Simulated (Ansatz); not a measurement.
Where the default PAW files enter, the runs use the earlier of Ansatz's two default sets.

Tunnelling through a barrier is set by its complex band structure: the current falls as exp(−2κd) with the smallest κ.

Data:

```
CELL_PARAMETERS angstrom
      4.64161     0.00000     0.00000
     -2.32081     4.01975     0.00000
      2.32081    -1.33992     3.78986
ATOMIC_POSITIONS crystal
  Cd 0.00000 0.00000 0.00000
  Te 0.25000 0.75000 0.25000
```

Space group of this cell: F-43m, zinc blende. The cell is taken as given.

Transport runs along the normal of the first two printed cell vectors, the (111) plane of the conventional cell.

The gap is the functional's own. No spin-orbit coupling. Mid-gap values are those at the computed energy nearest the middle.

Task: Estimate the band gap and the smallest decay constant κ at mid-gap that Ansatz (a program for electronic structure) with r2SCAN returns for this system.

Result: Gap 1.15 eV on a 8×8×8 mesh; κ = 0.078 1/Å, at the zone centre.
